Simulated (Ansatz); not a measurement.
A self-consistent single point of CsH₃O₂ (Amm2, 6 atoms in the cell) with Ansatz (a first-principles code)

Computed with LDA (PW92), default PAW files made with PBE (plane waves; Ansatz).

Input:

Ansatz 0.2 input:
```yaml
crystal:
  lattice:
    - [4.271481, 0.000000, 0.000000]
    - [0.000000, 2.223663, 4.043678]
    - [0.000000, -2.223663, 4.043678]
  atoms:
    - { symbol: Cs, position_ang: [0.000000, -0.000000, 7.968714] }
    - { symbol: H, position_ang: [2.135740, 0.000000, 4.516546] }
    - { symbol: H, position_ang: [2.135740, -0.848372, 2.118402] }
    - { symbol: H, position_ang: [2.135740, 0.848372, 2.118402] }
    - { symbol: O, position_ang: [2.135740, -0.000000, 5.495439] }
    - { symbol: O, position_ang: [2.135740, -0.000000, 2.701662] }
basis:
  ecutwfc: 420.0
kpoints:
  mp_grid:
    grid: [6, 6, 6]
hamiltonian:
  xc: lda
  pseudopotentials:
    kind: paw
scf:
  occupations:
    method: fixed
output:
  forces: true
  eigenvalues: true
  stress: true
```

The program printed (abridged):

```
WARN ansatz: RAYON_NUM_THREADS=1 ignored (pool sized by the plan → 1); use --threads N
Pseudopotentials: kind: paw
Pseudopotential: Cs, paw, valence charge 9
Pseudopotential: H, paw, valence charge 1
Pseudopotential: O, paw, valence charge 6
Crystal: 6 atoms, lattice volume = 76.816 Å³
Basis set: ecut = 420 eV, 1509 PW (Γ)
Bands: 18, of which v1, the nominal top of the filled ones, is band 12 counted from 1 (11 counted from 0)
Symmetry: 4 space group operations
Space group: Amm2 (ITA 38), of the structure as read, at distance tolerance 4.3e-5 Å
k-points: 52 of 216 (time reversal used)
PAW frozen core: Cs, regenerated for the run's functional, and the local potential with it
PAW frozen core: O, regenerated for the run's functional, and the local potential with it
Initial density: superposition of atomic densities (neutral atoms: chi_scale 0, normalization atom), corrected by the library's trained network
Initial wavefunctions: pseudopotential atomic-orbital guess
Eigensolver: davidson
Functional: x = slater, c = lda
SCF iter   1: F=—  HF=-6664.991885 eV  |F-HF|=—  |Δ(HF+E_count)|=         —  Δρ=9.15e-3  dr2=6.08e-2  ethr=1.77e-3  ⟨swp⟩=4.1  Hψ=4532  notcnv=0  defer=201
all-band conjugate gradients solve this SCF's bands
preconditioner: auto → Resta (q_TF=auto, 2.247 Å⁻¹)
SCF iter   2: F=—  HF=-6664.974859 eV  |F-HF|=—  |Δ(HF+E_count)|=   1.70e-2  Δρ=4.21e-3  dr2=7.82e-3  ethr=2.53e-4  ⟨swp⟩=2.7  Hψ=1965  notcnv=0  defer=208
SCF iter   3: F=—  HF=-6664.972344 eV  |F-HF|=—  |Δ(HF+E_count)|=   2.52e-3  Δρ=1.68e-3  dr2=2.37e-3  ethr=3.26e-5  ⟨swp⟩=2.0  Hψ=1513  notcnv=0  defer=208
SCF iter   4: F=—  HF=-6664.971615 eV  |F-HF|=—  |Δ(HF+E_count)|=   7.29e-4  Δρ=5.65e-4  dr2=1.98e-4  ethr=9.86e-6  ⟨swp⟩=2.5  Hψ=1494  notcnv=0  defer=208
SCF iter   5: F=—  HF=-6664.971585 eV  |F-HF|=—  |Δ(HF+E_count)|=   2.97e-5  Δρ=2.26e-4  dr2=2.81e-5  ethr=8.26e-7  ⟨swp⟩=2.3  Hψ=1459  notcnv=0  defer=159
SCF iter   6: F=—  HF=-6664.971588 eV  |F-HF|=—  |Δ(HF+E_count)|=   2.49e-6  Δρ=4.04e-5  dr2=1.54e-6  ethr=1.17e-7  ⟨swp⟩=2.7  Hψ=1474  notcnv=0  defer=74
SCF iter   7: F=-6664.971588 eV  HF=-6664.971588 eV  |F-HF|=1.76e-10  |Δ(HF+E_count)|=   3.32e-7  Δρ=6.70e-6  dr2=3.54e-8  ethr=4.17e-10  ⟨swp⟩=9.8  Hψ=6135  notcnv=0
SCF 1 converged in 7 iterations: F = -6664.971588 eV  dr2 = 3.54e-8
SCF converged after 7 iterations
Free energy (F): -6664.971588 eV
Harris-Foulkes:  -6664.971588 eV  (|F-HF|=1.76e-10)
Internal energy: -6664.971588 eV  (E = F + TS)
E sigma→0 (E₀):  -6664.971588 eV
Fermi energy:    2.885467 eV
--- Per-component energies (eV) ---
  E_band       = -113.483963
  E_kinetic    = 532.590917
  E_local      = -1197.506220  (includes V_loc(G=0)·N_el)
  E_nonlocal   = 137.604806
  E_hartree    = 430.502203
  E_xc         = -344.268832
  E_vxc        = -347.663754  (∫ρ·V_xc dr)
  E_paw        = -5199.421782  (= ΣΔE_a)
  E_vpaw       = -99.514150  (= ΣTr[D̂ρ^β])
  E_aug_tail   = 0.001776  (compensation charges beyond the density's cutoff)
  E_ewald      = -1024.938854
  E_core_change = 0.464399  (= ΣΔE_core)
  E_smearing   = -0.000000  (= −TS)
  E_closure    = -0.000000  (closes the sum)
  Σ components = -6664.971588   (vs F -6664.971588, Δ=0.00e0)
--- Forces (eV/Å), atoms counted from 1 ---
  atom   1  Cs     0.00000000     0.00000000    -0.08214172
  atom   2  H      0.00000000     0.00000000    -0.47129956
  atom   3  H      0.00000000    -0.39138261    -0.19612448
  atom   4  H      0.00000000     0.39138261    -0.19612448
  atom   5  O      0.00000000     0.00000000     0.49094901
  atom   6  O      0.00000000     0.00000000     0.45473302
  max |Σ_I F_I| component: 8.21e-6 eV/Å
--- Stress (GPa, compression-positive) ---
       -2.199872       0.000000       0.000000
        0.000000      -2.212011       0.000000
        0.000000       0.000000      -2.022921
  P = ⅓ Tr σ = -2.1449 GPa (-21.449 kbar)
  The stress holds the Pulay correction. Without it, at fixed plane waves, as pw.x and ABINIT print it: P = -2.7120 GPa
--- Band table (eV; the first three rows and the last of 52) ---
  k-point 0: bands = ["-17.1261", "-15.4512", "-13.2778", "-4.2105", "-3.6740", "-3.6338", "-3.4131", "-2.5055", "0.8718", "1.5557", "2.3203", "2.8855", "6.8961", "7.6042", "10.1473", "10.6709", "12.0941", "12.2860"]
  k-point 1: bands = ["-17.0906", "-15.4100", "-13.4017", "-4.3959", "-3.6939", "-3.6296", "-3.3219", "-2.2436", "0.7444", "1.5235", "2.1848", "2.7944", "7.5114", "7.9152", "9.9231", "10.6753", "11.8105", "12.0499"]
  k-point 2: bands = ["-17.0195", "-15.2995", "-13.6774", "-4.5419", "-3.9175", "-3.5377", "-3.2470", "-1.6836", "0.3276", "1.4799", "2.2015", "2.5788", "8.1655", "8.4847", "9.9527", "11.4376", "11.6817", "11.7600"]
  k-point 51: bands = ["-16.9331", "-15.3464", "-13.6395", "-4.4299", "-4.2027", "-4.1092", "-3.5278", "-1.1351", "-0.1029", "1.4931", "2.3478", "2.5159", "9.1908", "9.2416", "10.7507", "12.3180", "12.8287", "12.8953"]
```

The run converged in 7 iterations.

The starting cell comes from a database of computed structures (which also holds hypothetical and non-ambient phases and stackings), without a prior relaxation at this level. Its lattice was rescaled by up to half a per cent. Ansatz's pressure includes its estimate of the finite-basis (Pulay) stress. Without the estimate this run gives -2.71 GPa.
